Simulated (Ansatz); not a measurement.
## Sensitivity of a calculation on Cu9Se4O14Cl6 (C2/m, 33 atoms in the cell) to its settings

```xyz
33
Lattice="7.5958 -3.1673 0.0000 7.5958 3.1673 0.0000 -6.5243 0.0000 11.4171" Properties=species:S:1:pos:R:3 pbc="T T T"
Cu     4.3337     0.0000     5.7086
Cu     4.3153     0.0000     8.9522
Cu     4.3521     0.0000     2.4650
Cu     9.1292     0.0000     3.0723
Cu    -0.4618     0.0000     8.3448
Cu     7.4705     0.0000    10.3587
Cu     1.1969     0.0000     1.0584
Cu     3.7979    -1.5837     0.0000
Cu     3.7979     1.5837     0.0000
Se     7.2133     0.0000     7.2730
Se     1.4541     0.0000     4.1441
Se    13.3107     0.0000     2.2703
Se    -4.6433     0.0000     9.1468
O      5.5591     0.0000    10.5266
O      3.1082     0.0000     0.8905
O      3.9918     1.8795     9.6007
O      4.6756     1.8795     1.8165
O      4.6756    -1.8795     1.8165
O      3.9918    -1.8795     9.6007
O      8.7645     1.9447     2.9662
O     -0.0971     1.9447     8.4509
O     -0.0971    -1.9447     8.4509
O      8.7645    -1.9447     2.9662
O      5.4825     0.0000     7.2499
O      3.1849     0.0000     4.1672
O     14.4223     0.0000     0.9476
O     -5.7549     0.0000    10.4695
Cl     9.1486     0.0000     0.7707
Cl    -0.4812     0.0000    10.6465
Cl     6.0622     0.0000     4.1193
Cl     2.6052     0.0000     7.2978
Cl    10.0117     0.0000     5.1194
Cl    -1.3444     0.0000     6.2977
```

Base run A: LDA (PW92), default PAW files made with PBE (Ansatz, a first-principles code), self-consistent single point.

Its settings: basis.ecutwfc = 420 eV; kpoints.mp_grid.grid = 3 3 2; hamiltonian.xc = lda; hamiltonian.pseudopotentials = {kind: paw} (the program's default PAW files); scf.occupations.method = cold; scf.occupations.width = 0.1 eV.

The starting cell comes from a database of published, mostly measured structures (it also holds non-ambient and calculated ones), without a prior relaxation at this level. Its lattice was rescaled by a random factor within 2.5 % of one. Spin polarisation is off; with an odd number of electrons in the cell that forces a metal, and a magnetic state may lie lower. In the base run, with a pressure of about -7 GPa the cell is away from its equilibrium volume at this level. Ansatz's pressure includes its estimate of the finite-basis (Pulay) stress.

ΔF is the free energy per atom less that of run A. 

Run A gave: pressure (GPa) -6.69; largest force (eV/Å) 0.833; k-points 8.

Runs:
- B: kpoints.mp_grid.grid: 3 3 2 → 1 1 1
- C: kpoints.mp_grid.grid: 3 3 2 → 4 4 2; scf.occupations.width: 0.1 eV → 0.3 eV
- D: crystal.symmetry.detect: default → false
- E: parallel starting moments; magnetization.spin_polarized: default → true
- F: scf.mixing.algorithm: default (the program chose MSR1) → anderson
- G: scf.mixing.algorithm: default (the program chose MSR1) → broyden; scf.mixing.beta: default → 1

**Question.** What does run E change against A?

**Answer.** The free energy falls by 5.5 meV/atom, the pressure hardly changes (-6.69 to -6.73 GPa), the largest force goes from 0.833 to 0.753 eV/Å and a net moment of 0.08 μB/atom forms.

**Question.** What does run C change against A?

**Answer.** The free energy stays essentially unchanged (within 1 meV/atom), the pressure goes from -6.69 to -6.83 GPa and the largest force goes from 0.833 to 0.822 eV/Å.

```tsv
run	ΔF (meV/atom)	pressure (GPa)	largest force (eV/Å)	k-points
A	0.00	-6.69	0.833	8
B	39.7	-6.78	0.975	1
C	0.88	-6.83	0.822	14
D	0.00	-6.69	0.833	10
E	-5.5	-6.73	0.753	8
F	0.00	-6.69	0.833	8
G	0.00	-6.69	0.833	8
```

Keys are those of Ansatz 0.2.
